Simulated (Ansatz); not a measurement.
An Ansatz (an electronic-structure program) input (LDA/PAW in Ansatz, no SOC):

Ansatz 0.2 input:
```yaml
crystal:
  lattice:
    - [4.2014184538, 0, 0]
    - [0, 4.2014184538, 0]
    - [2.1007092269, -2.1007092269, 3.0617959123]
  atoms:
    - { symbol: Hg, position: [0, 0, 0] }
    - { symbol: Se, position: [0.75, 0.75, 0.5] }
basis: { ecutwfc: 420, ecutrho_ratio: 4, xc_grid: 2, fft_grid_basis: typed }
kpoints: { mp_grid: { grid: [9, 9, 9] } }
hamiltonian:
  xc: lda
  dispersion: none
  pseudopotentials: { kind: paw }
scf: { occupations: { method: fermi_dirac, width: 0.05 } }
relax: { f_tol: 0.005, max_steps: 50, cell: { stress_tol: 0.01, fix: [a, b, gamma] } }
output: { forces: true, stress: true }
checkpoint: { write: state.ck, write_every: 1000 }
```

Which symmetry and how many k-points will the program report, and about how many plane waves at Γ?

Space group I-4m2 (ITA 119) with 8 operations, k-points 75 of 729, and 1055 plane waves at Γ.

And the final pressure?

0.55 GPa (compression positive).

A case with no gap was solved on a k-mesh chosen for an insulator, which is coarse for it. The cells carry an imposed strain or load. Whether these cells are dynamically stable was not tested. All final runs are without spin polarisation. The cell was made from HgSe in the zinc blende structure (space group F-43m, No. 216) by this change: biaxial strain −2.00 %, plane normal [001], relaxed out of plane.
